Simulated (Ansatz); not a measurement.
TiAl under a change: pressure 2.1 GPa

Take TiAl (space group P4/mmm, No. 123; a = 2.813 Å, c = 4.059 Å) as the base.

Now apply this change: cell and atoms relaxed at a pressure of 2.1 GPa.

Calculations: DFT with r2SCAN, PAW potentials and a 500 eV plane-wave cutoff in Ansatz (a first-principles code), without spin-orbit coupling, earlier PAW set. Γ-centred 16×16×12 mesh, Fermi–Dirac width 0.05 eV.

Volume per atom: 15.79 Å³ (base 16.06 Å³)
Density: 3.94 g/cm³ (base 3.87 g/cm³)
Lattice parameter a: 2.797 Å (base 2.813 Å)
Shortest interatomic distance: 2.797 Å (base 2.813 Å)
Enthalpy H = E + PV relative to the base's energy: +0.21 eV/atom
Band gap: zero (base zero)

Load acts through the strain it causes; cell and atoms are relaxed under it. Whether these cells are dynamically stable was not tested. All final runs are without spin polarisation.
